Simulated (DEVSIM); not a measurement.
System: Ni/SiON/SiO2/n-Si capacitor, at 300 K.

Layer 1 from the left is SiON, thickness (nm) 8.40. Layer 2 from the left is SiO2, thickness (nm) 0.540. Layer 3 from the left is Si, thickness (nm) 4400, Nd (cm⁻³) 1.7e16.

Metal gate on the left, work function 5.1 eV. Fixed charge at the semiconductor interface 1.2e12 cm⁻² (in units of +e); no interface traps.

The device is made up for the run: typed textbook-type constants, with dimensions and the other settings drawn at random. Values at 300 K.

SiON: gap (eV) 7, affinity (eV) 1.4, permittivity 5.5. SiO2: gap (eV) 9, affinity (eV) 0.9, permittivity 3.9. Si: gap (eV) 1.124, affinity (eV) 4.05, permittivity 11.7, Nc (cm⁻³) 2.86e19, Nv (cm⁻³) 3.1e19.

Q: Estimate by hand the flat-band voltage, the threshold voltage, and compare with a numerical solution.

A: 
- Flat-band voltage: C = 0.532 μF/cm², work-function difference 0.858 V; VFB = φms − qNf/C = 0.50 V; numerical 0.50 V.
- Threshold voltage: φF = 0.369 V, depletion charge √(4εqNφF) = 6.45e-8 C/cm²; VT = VFB − 2φF − Qd/C = -0.36 V; numerical -0.36 V.

Simulated with DEVSIM: 1D Poisson equation in equilibrium, Boltzmann statistics, complete ionisation; no quantum confinement or tunnelling. Metal contacts follow the ideal Schottky-Mott rule: no Fermi-level pinning, no interface dipoles.
